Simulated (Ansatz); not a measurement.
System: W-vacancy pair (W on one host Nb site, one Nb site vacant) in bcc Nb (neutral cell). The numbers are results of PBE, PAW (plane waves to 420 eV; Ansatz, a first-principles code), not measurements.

Settings: 36 host sites, the relaxed PBE lattice, a 2×2×3 k-point mesh shifted by half a step, smearing 0.10 eV, spin-restricted, no image-charge correction. Static, classical nuclei. Spin-orbit coupling is left out. Forms of the defect that were not tried may lie lower.

Barriers: single points on a 3×3×4 k-point mesh shifted by half a step at the bands' geometries (they differ from the bands' own by up to 0.15 eV, and are uncertain by about as much).

A. direct exchange of W with the vacancy (W-vacancy distance between ideal sites 2.87 Å throughout); the atom moves 2.97 Å along (0.51, 0.51, 0.53) of the unit cell; the moving atom starts with neighbours 2 Nb at 2.79, Nb at 2.82, 3 Nb at 2.83, Nb at 2.84, 2 Nb at 3.26, Nb at 3.29, 2 Nb at 3.30, Nb at 3.34 Å and ends with 2 Nb at 2.79, Nb at 2.82, 3 Nb at 2.83, Nb at 2.84, 2 Nb at 3.26, Nb at 3.29, 2 Nb at 3.30, Nb at 3.34 Å; the start lies 0.34 eV above the lowest site run; saddle order not checked, on a symmetry element.
B. a nearby Nb atom hops onto the vacant site (W-vacancy distance between ideal sites 2.87 → 3.31 Å); the atom moves 2.65 Å along (0.46, 0.46, -0.47) of the unit cell; the moving atom starts with neighbours 2 Nb at 2.81, 2 Nb at 2.85, Nb at 2.86, Nb at 2.92, Nb at 2.98, 2 Nb at 3.20, 2 Nb at 3.38; W at 3.29, W at 3.34 Å and ends with 2 Nb at 2.86, 2 Nb at 2.88, Nb at 2.92, Nb at 2.96, 2 Nb at 3.17, Nb at 3.29, Nb at 3.33, 2 Nb at 3.38; W at 2.79 Å; the start lies 0.34 eV above the lowest site run; saddle order not checked, on a symmetry element.

A band can be held on a symmetry element, so unchecked saddle points there may be too high.

Task: Put the candidates in order of forward barrier, lowest first, for PBE, PAW.

Result: B (0.40 eV), A (1.18 eV)
